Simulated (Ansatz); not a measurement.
Au: energy against strain

Au (fcc, Fm-3m, 16.579 Å³/atom and stress up to 0.01 GPa in the relaxed cell) under an equal strain ε in the (111) plane with the normal axis free, as in a coherent film. LDA in Ansatz, a plane-wave DFT program (PAW, default set), 420 eV, 28×28×28 Γ-centred mesh, Fermi-Dirac smearing 0.10 eV.

Here s stands for strain and y for E less E0.

| strain (%) | E less E0 (meV/atom) |
|---|---|
| -2.50 | ? |
| -1.25 | 3.56 |
| -0.83 | 1.56 |
| -0.42 | 0.39 |
| 0.00 | 0.00 |
| 0.42 | 0.38 |
| 0.83 | 1.42 |
| 1.25 | 3.07 |

Task: Fit y against s with a parabola, and predict the withheld value at s = -2.50.

Result: Least squares gives y = 0.014 - 0.1509·s + 2.1171·s². Residuals (row less fit): 0.049, -0.038, -0.061, -0.014, 0.056, 0.073, -0.063; standard error 0.071 (degrees of freedom: 4). The quadratic coefficient over the volume, 2.1171 meV × 10⁴ × 0.1602 / 16.579 Å³, is the biaxial elastic modulus of this plane = about 200 GPa. At the withheld row, y = 0.014 - 0.1509 × (-2.50) + 2.1171 × (-2.50)² = 13.623 meV/atom. The calculation gives 14.20 meV/atom, 0.577 meV/atom above the prediction (4.1 % of the range of y in the table). The row lies outside the fitted rows, so this is an extrapolation. From the scatter of the fitted rows alone, a prediction at this place has a standard error of 0.272 meV/atom, so the miss is 2.1 times that.

A polynomial of degree 3 through the 12 other runs of the series gives 14.80 there. In a metal these values are sensitive to mesh and smearing; energies are taken to zero smearing, stresses follow the free energy. Spin-orbit coupling is left out, which can shift these values for the heavy elements here. Rows are the converged runs of the series near zero and its far end, less any whose ions stayed unrelaxed beside relaxed ones; series whose fitted rows scatter by over a few per cent of the range, as at a crossing or softening among them, aren't shown in this form. Most that stay on the fit to the last digits aren't either.
